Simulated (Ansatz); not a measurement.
CaHfSe3 (model structure, started from the cubic perovskite type, Pm-3m, No. 221, 5 atoms in the cell) was calculated with LDA (plane waves, PAW; Ansatz, a quantum-chemistry and plane-wave program).

Output (set-up and result lines):

```
Crystal: 5 atoms, lattice volume = 134.460 Å³
Basis set: ecut = 520 eV, 3695 PW (Γ), exchange–correlation on 80×80×80 points (8 copies of the dense FFT grid, shifted against one another)
Bands: 51, of which v1, the nominal top of the filled ones, is band 42 counted from 1 (41 counted from 0)
Symmetry: 48 space group operations
Space group: Pm-3m (ITA 221), of the structure as read, at distance tolerance 5.1e-5 Å
k-points: 84 of 1728
Functional: x = slater, c = lda
SCF iter   1: F=—  HF=-33405.362525 eV  |F-HF|=—  |Δ(HF+E_count)|=         —  Δρ=5.08e-3  dr2=2.69e-2
SCF iter   2: F=—  HF=-33405.359492 eV  |F-HF|=—  |Δ(HF+E_count)|=   3.03e-3  Δρ=2.99e-3  dr2=9.29e-3
  ...
SCF iter  10: F=—  HF=-33405.357343 eV  |F-HF|=—  |Δ(HF+E_count)|=   1.51e-8  Δρ=7.51e-7  dr2=5.74e-10
SCF iter  11: F=-33405.357343 eV  HF=-33405.357343 eV  |F-HF|=1.46e-11  |Δ(HF+E_count)|=  4.15e-10  Δρ=1.53e-7  dr2=2.54e-11
SCF 1 converged in 11 iterations: F = -33405.357343 eV  dr2 = 2.54e-11
SCF converged after 11 iterations
Free energy (F): -33405.357343 eV
Internal energy: -33405.354760 eV  (E = F + TS)
E sigma→0 (E₀):  -33405.356051 eV
Fermi energy:    9.208713 eV
--- Forces (eV/Å), atoms counted from 1 ---
  atom   1  Ca     0.00000000    -0.00000000    -0.00000000
  atom   2  Hf     0.00000000    -0.00000000    -0.00000000
  atom   3  Se     0.00000000     0.00000000     0.00000000
  atom   4  Se     0.00000000    -0.00000000     0.00000000
  atom   5  Se    -0.00000000    -0.00000000     0.00000000
--- Stress (GPa, compression-positive) ---
       -1.944680      -0.000000       0.000000
       -0.000000      -1.944680       0.000000
        0.000000      -0.000000      -1.944680
  P = ⅓ Tr σ = -1.9447 GPa (-19.447 kbar)
```

Question: Write an input file that could have produced this run (the log leaves some choices open).

Answer: Several could match; the one computed here: 
Ansatz 0.2 input:
```yaml
crystal:
  lattice:
    - [5.1230742421, 0.0, 0.0]
    - [0.0, 5.1230742421, 0.0]
    - [0.0, 0.0, 5.1230742421]
  atoms:
    - { symbol: Ca, position: [0.0, 0.0, 0.0] }
    - { symbol: Hf, position: [0.5, 0.5, 0.5] }
    - { symbol: Se, position: [0.0, 0.5, 0.5] }
    - { symbol: Se, position: [0.5, 0.5, 0.0] }
    - { symbol: Se, position: [0.5, 0.0, 0.5] }
basis:
  ecutwfc: 520
  ecutrho_ratio: 4
  xc_grid: 2
kpoints:
  mp_grid: { grid: [12, 12, 12] }
hamiltonian:
  xc: lda
  dispersion: none
  pseudopotentials: { kind: paw }
scf:
  occupations: { method: fermi_dirac, width: 0.05 }
  convergence: { dr2_threshold: 0.0000000005 }
output:
  forces: true
  stress: true
  eigenvalues: true
```

The PAW data were made under PBE.

Note: the relaxation could raise the start's symmetry but not lower it, so the cell can be a saddle point. Note: cell and atoms aren't relaxed at this level (pressure -1.9 GPa).

Cost on a shared machine: about 30 core-seconds (a rough figure).

A model structure was made by putting elements into a prototype or built by hand; it is no filed structure, need not be a known phase, and can be a saddle point held by its symmetry.
